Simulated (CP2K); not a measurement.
CP2K 2026.2, DFT, PBE, Gaussian and plane waves, DZVP-MOLOPT bases, GTH-PBE potentials: diamond-structure Ge (Ge36), 36 atoms. Basis and mesh were picked for this test and aren't claimed converged.

```text
&GLOBAL
  PROJECT run
  RUN_TYPE ENERGY_FORCE
  PRINT_LEVEL LOW
  &TIMINGS
    THRESHOLD 0.005
  &END TIMINGS
&END GLOBAL
&FORCE_EVAL
  METHOD Quickstep
  &DFT
    BASIS_SET_FILE_NAME BASIS_MOLOPT
    POTENTIAL_FILE_NAME GTH_POTENTIALS
    &QS
      METHOD GPW
      EPS_DEFAULT 1.0E-12
    &END QS
    &MGRID
      CUTOFF 280
      REL_CUTOFF 50
      NGRIDS 2
    &END MGRID
    &XC
      &XC_FUNCTIONAL PBE
      &END XC_FUNCTIONAL
    &END XC
    &SCF
      SCF_GUESS ATOMIC
      EPS_SCF 1.0E-6
      MAX_SCF 150
      &DIAGONALIZATION
        ALGORITHM STANDARD
      &END DIAGONALIZATION
      &MIXING
        METHOD BROYDEN_MIXING
        ALPHA 0.4
        NBUFFER 8
      &END MIXING
      ADDED_MOS 17
      &SMEAR ON
        METHOD FERMI_DIRAC
        ELECTRONIC_TEMPERATURE [K] 300
      &END SMEAR
    &END SCF
    &KPOINTS
      SCHEME MONKHORST-PACK 2 2 2
      GAMMA_CENTERED T
    &END KPOINTS
  &END DFT
  &SUBSYS
    &CELL
      A 12.00243050 0.00000000 0.00000000
      B 6.00121525 10.39440972 0.00000000
      C 4.00081017 2.30986883 6.53329565
    &END CELL
    &COORD
      SCALED
      Ge 0.00000000 0.00000000 0.00000000
      Ge 0.08333300 0.08333300 0.12500000
      Ge 0.00000000 0.00000000 0.50000000
      Ge 0.08333300 0.08333300 0.62500000
... (29 lines of coordinates left out) ...
      Ge 0.75000000 0.75000000 0.12500000
      Ge 0.66666700 0.66666700 0.50000000
      Ge 0.75000000 0.75000000 0.62500000
    &END COORD
    &KIND Ge
      ELEMENT Ge
      BASIS_SET DZVP-MOLOPT-SR-GTH-q4
      POTENTIAL GTH-PBE-q4
    &END KIND
  &END SUBSYS
  &PRINT
    &FORCES ON
      NDIGITS 10
    &END FORCES
  &END PRINT
&END FORCE_EVAL
```

```bash
OMP_NUM_THREADS=1 mpirun -np 24 cp2k.psmp -i run.inp
```

The program reports basis functions: 468.

It runs on a single node (AMD EPYC (Zen 5), 96 cores on 1 socket, no SMT, 12 L3 cache groups; 94 cores' worth of CPU time may be used).

On 24 ranks this takes 5.7 s. Wall times, medians of two to five repeats, each run alone on the node (launch to exit). Unless noted, each process is bound to its own block of adjacent cores. The build: conda-forge: MPICH, OpenMP, OpenBLAS, FFTW, ScaLAPACK, ELPA, COSMA, DBCSR on BLAS; another build can shift the numbers. Scratch files lie in a memory file system.

Problem. What should be changed to get the same answer (within 1.0 meV/atom in energy, 10 meV/Å in forces (largest component)) sooner? Keep to 24 cores.

Solution. One answer among several that fit: going from MGRID/NGRIDS = 2 to MGRID/NGRIDS = 4 (default), the fastest of the measured ones that keep the result.

```diff
-      NGRIDS 2
```

Time: 5.7 s to 3.9 s (1.5× as fast). The largest move is in integrating the potential on the grids (grid_integrate_task_list): 1.5 s to 0.60 s. These two results differ by: energy under 0.001 meV/atom, forces (largest component) under 0.001 meV/Å. Others tried: MGRID/NGRIDS = 1 (22 s). Launch, exit and the like take 0.98 s of the 3.9 s.
